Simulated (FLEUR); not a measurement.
Input and output of a self-consistent single point for Be (P6_3/mmc, 2 atoms in the cell) (FLEUR).

Method: PBEsol, all-electron FLAPW (FLEUR), scalar-relativistic valence in FLEUR.

```
CELL_PARAMETERS angstrom
      2.23896     0.00000     0.00000
     -1.11948     1.93900     0.00000
      0.00000     0.00000     3.53335
ATOMIC_POSITIONS crystal
  Be 0.33333 0.66667 0.75000
  Be 0.66667 0.33333 0.25000
```

Reference input (self-consistent single point, DFT, PBE, all-electron FLAPW (FLEUR), scalar-relativistic valence): Kmax = 4.2 1/bohr; GmaxXC = 16.8 1/bohr; xcFunctional = pbe; jspins = 1; l_soc = F; mode = hist; fermiSmearingEnergy = 0.00183747 Htr; mesh (inpgen div1-3) = 13 13 8; inpgen gamma flag = true; Gmax = 16.8 1/bohr; numbands = 0; maxIterBroyd = 25. This run's input differs from it in these lines:

```diff
@@ -14,2 +14,3 @@
 &comp jspins=1 /
+&exco xctyp='PBEs' /
 &kpt div1=13 div2=13 div3=8 gamma=t /
@@ -26,3 +27,3 @@
       <coreElectrons ctail="T" frcor="F" kcrel="0" coretail_lmax="0"/>
-      <xcFunctional name="pbe" relativisticCorrections="F"/>
+      <xcFunctional name="PBEs" relativisticCorrections="F"/>
       <magnetism jspins="1"/>
```

The program printed (abridged):

```
 Iteration:     1   Distance:       8.33833954 me/bohr^3
 Iteration:     2   Distance:       7.85978367 me/bohr^3
 Iteration:     3   Distance:       0.23726619 me/bohr^3
 Iteration:     4   Distance:       0.07886045 me/bohr^3
 Iteration:     5   Distance:       0.01526756 me/bohr^3
 Iteration:     6   Distance:       0.00041951 me/bohr^3
 Iteration:     7   Distance:       0.00043874 me/bohr^3
 Iteration:     8   Distance:       0.00001359 me/bohr^3
 Iteration:     9   Distance:       0.00000457 me/bohr^3
 Run finished successfully
 Stop message:
   Structural relaxation: Done

[file out, last iteration]
             iter=     10
[...]
          total density-effective poten   -4.2166803358E+01
          total charge density-energy d   -5.6562570889E+00
 Updated energy parameters for spin:           1
[...]
 fermi energy and band-weighting factors:

[...]
FERMIE:
          first approx. to ef    (T=0)  :   0.281383 htr   (energy of the highest occ. eigenvalue)
          number of occ. states  (T=0)  :        210
          first approx. to seigv (T=0)  :   0.412767 htr
          sum of weights of occ. states :   2.000000
          sum of semicore charge        :   0.000000 e
FERHIS:  Fermi-Energy by histogram:
          bandgap                     :   0.008066 htr
   [... lines left out ...]
          charge neutrality (T=0)     :   0.000000    (zero if the highest occ. eigenvalue is "entirely" occupied)
     EF_NEWTON:  Adjust Fermi-Energy by Newton-Method.
 Direct bandgap for spin            1 :    4.5686047501248606E-002  Htr
   [... lines left out ...]
 ---->    (input%tkb*entropy) TS=              0.0000300836 htr
 ---->    free energy=                       -29.3627234823 htr
      extrapolation for T->0
 ---->    total electron energy=             -29.3627084405 htr
 ***** TOTAL FORCES ON ATOMS *****
 TOTAL FORCE FOR ATOM TYPE=  1  X=  2.116   Y= -1.221   Z= -1.669
                       FX_TOT= 0.000000 FY_TOT= 0.000000 FZ_TOT= 0.000000
 Structural relaxation: Done
```

The run converged in 9 iterations. FLEUR gives forces in its relaxation mode, with a further iteration, so its stop message speaks of a relaxation. 

The starting cell comes from a database of computed structures (which also holds hypothetical and non-ambient phases and stackings), without a prior relaxation at this level. Its lattice was rescaled by a random factor within 2.5 % of one. Values depend on the basis (sphere radii, cutoffs, local orbitals), which need not be converged. The log's line on a gap gives a spacing of levels on this mesh, which the program prints for metals too.
